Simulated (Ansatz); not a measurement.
# Zinc-blende LiCl (model structure)

Computed with r²SCAN (Ansatz, a quantum-chemistry and plane-wave program, plane waves, PAW).

Run with plane-wave cutoff 500 eV, 10×10×10 k mesh, gaussian smearing 0.02 eV, scalar-relativistic PAW data made under PBE.

Cell (relaxed at this level):

```cif
data_ClLi
_chemical_formula_sum 'Li1 Cl1'
_space_group_name_H-M_alt 'P 1'
_space_group_IT_number 1
_cell_length_a 3.86595
_cell_length_b 3.86595
_cell_length_c 3.86595
_cell_angle_alpha 60.000
_cell_angle_beta 60.000
_cell_angle_gamma 60.000
loop_
_space_group_symop_operation_xyz
  'x, y, z'
loop_
_atom_site_label
_atom_site_type_symbol
_atom_site_fract_x
_atom_site_fract_y
_atom_site_fract_z
_atom_site_occupancy
Li1 Li 0.00000 0.00000 0.00000 1
Cl1 Cl 0.25000 0.25000 0.25000 1
```

```
Item                            Value
--------  ---------------------------
band gap  6.71 eV (on the SCF k mesh)
```

Note: the relaxation could raise the start's symmetry but not lower it, so the cell can be a saddle point.

Static lattice: no zero-point or thermal effects.

It cost very roughly 24 core-seconds of CPU time.

A model structure was made by putting elements into a prototype or built by hand; it is no filed structure, need not be a known phase, and can be a saddle point held by its symmetry.
